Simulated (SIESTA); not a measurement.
Band structure of VN (Fm-3m, 2 atoms in the cell).

```
VN
1.0
    0.00000     2.08515     2.08515
    2.08515     0.00000     2.08515
    2.08515     2.08515     0.00000
V N
1 1
Direct
  0.00000   0.00000   0.00000
  0.50000   0.50000   0.50000
```

Method: GGA PBE, numerical atomic orbitals TZP, PseudoDojo PBE standard norm-conserving potentials (rewritten from UPF to PSML) in SIESTA.

Settings: XC.functional = GGA; XC.authors = PBE; potentials = PseudoDojo PBE standard; PAO.BasisSize = TZP; PAO.EnergyShift = 0.01 Ry; MeshCutoff = 300 Ry; kgrid.MonkhorstPack = 11 11 11; OccupationFunction = MP; OccupationMPOrder = 0; ElectronicTemperature = 2320.9 K; MaxSCFIterations = 150; SCF.Mixer.Method = Broyden; SCF.Mixer.Weight = 0.25; SCF.Mixer.History = 6.

The starting cell comes from a database of computed structures (which also holds hypothetical and non-ambient phases and stackings), without a prior relaxation at this level. Its lattice was rescaled by a random factor within 2.5 % of one. Spin polarisation is off, so a magnetic state, if there is one, cannot be reached. Values carry the incompleteness of an atom-centred basis.

Levels in eV from the Fermi level, bands 6 to 11:
```csv
point,6,7,8,9,10,11
Γ,-2.10,-2.10,-2.10,-1.47,-1.47,-1.47
X,-6.54,-3.62,-3.54,-3.54,0.47,1.13
W,-6.06,-6.06,-5.77,0.14,0.14,1.14
K,-6.36,-6.32,-4.87,-1.11,0.80,1.23
L,-8.65,-5.88,-5.88,0.55,0.55,1.38
U,-6.36,-6.32,-4.87,-1.11,0.80,1.23
```

Bands cross the Fermi level along this path, so the cell is metallic at this level.

Higher empty bands are left out: an atom-centred basis made for the valence describes them poorly.
